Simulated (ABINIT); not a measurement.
A self-consistent single point of HfB2 (P6/mmm, 3 atoms in the cell) with ABINIT.

Level of theory: PBE, norm-conserving pseudopotentials (PseudoDojo nc-sr-05 PBE standard) (plane waves; ABINIT).

The change in words: lattice scaled by 0.98. Reference geometry:
```
CELL_PARAMETERS angstrom
      3.13268     0.00000     0.00000
     -1.56634     2.71298     0.00000
      0.00000     0.00000     3.47921
ATOMIC_POSITIONS crystal
  Hf 0.00000 0.00000 0.00000
  B  0.33333 0.66667 0.50000
  B  0.66667 0.33333 0.50000
```

Reference input (self-consistent single point, DFT, PBE, plane waves, norm-conserving pseudopotentials (PseudoDojo nc-sr-05 PBE standard)): pseudos = [Hf.upf, B.upf]; ecut = 38 Ha; ixc = 11; occopt = 3; tsmear = 0.05 eV; ngkpt = 8 8 7; nshiftk = 1; shiftk = 0 0 0; potentials = PseudoDojo nc-sr-05 PBE standard; nband = 14; kptopt = 1; nstep = 50. This run's input differs from it in these lines:

```diff
@@ -3,6 +3,6 @@
 pseudos "Hf.upf, B.upf"
-acell 5.9199067321 5.9199067321 6.5747540301
+acell 5.8015077831 5.8015077831 6.4432593274
 rprim
-         1.0000000000    0.0000000198    0.0000000000
-        -0.5000000171    0.8660253939    0.0000000000
+         1.0000000000    0.0000000221    0.0000000000
+        -0.5000000191    0.8660253927    0.0000000000
          0.0000000000    0.0000000000    1.0000000000
```

Log, with long lists cut:

```
--- !BeginCycle
solver: {iscf: 7, nstep: 50, nline: 4, wfoptalg: 0, }
tolerances: {tolvrs: 1.00E-12, }
...

     iter   Etot(hartree)      deltaE(h)  residm     vres2
 ETOT  1  -62.311069946721    -6.231E+01 6.987E-02 5.802E+02
 ETOT  2  -62.383668679995    -7.260E-02 9.675E-02 1.380E+02
 ETOT  3  -62.401084715592    -1.742E-02 4.410E-02 9.445E-02
 ETOT  4  -62.401111460796    -2.675E-05 4.207E-03 1.243E-03
 ETOT  5  -62.401111649075    -1.883E-07 1.961E-03 8.327E-06
 ETOT  6  -62.401111650237    -1.162E-09 1.451E-03 2.937E-08
 ETOT  7  -62.401111650241    -4.249E-12 1.088E-03 4.316E-10
 ETOT  8  -62.401111650241    -9.948E-14 7.742E-04 8.901E-12
 ETOT  9  -62.401111650241     3.553E-13 6.960E-04 4.269E-14
 At SCF step    9       vres2   =  4.27E-14 < tolvrs=  1.00E-12 =>converged.

 Cartesian components of stress tensor (hartree/bohr^3)
  sigma(1 1)= -7.39705472E-04  sigma(3 2)=  0.00000000E+00
  sigma(2 2)= -7.39705470E-04  sigma(3 1)=  0.00000000E+00
  sigma(3 3)= -6.47862763E-04  sigma(2 1)= -6.29320484E-13

 ----iterations are completed or convergence reached----

 reduced coordinates (array xred) for    3 atoms
       0.000000000000      0.000000000000      0.000000000000
       0.333333333333      0.666666666667      0.500000000000
       0.666666666667      0.333333333333      0.500000000000
 cartesian forces (eV/Angstrom) at end:
    1     -0.00000000000000    -0.00000000000000    -0.00000000000000
    2      0.00000000000000     0.00000000000000    -0.00000000000000
   [... lines left out ...]
 Fermi (or HOMO) energy (hartree) =   0.50271   Average Vxc (hartree)=  -0.48828
   [... lines left out ...]
total_energy        : -6.24011116502408E+01
total_energy_eV     : -1.69802060240542E+03
band_energy         : -4.42539569562421E+00
...

-Cartesian components of stress tensor (GPa)         [Pressure=  2.0862E+01 GPa]
- sigma(1 1)= -2.17628827E+01  sigma(3 2)=  0.00000000E+00
- sigma(2 2)= -2.17628826E+01  sigma(3 1)=  0.00000000E+00
- sigma(3 3)= -1.90607773E+01  sigma(2 1)= -1.85152448E-08

 Calculation completed.
```

The run converged in 9 iterations. Against the reference run the free energy goes up by 41.8 meV/atom and the pressure goes from 2.98 to 20.86 GPa.

The starting cell comes from a database of computed structures (which also holds hypothetical and non-ambient phases and stackings), without a prior relaxation at this level. For this run, on top of that: lattice scaled by 0.98. With a pressure of about 21 GPa the cell is away from its equilibrium volume at this level.
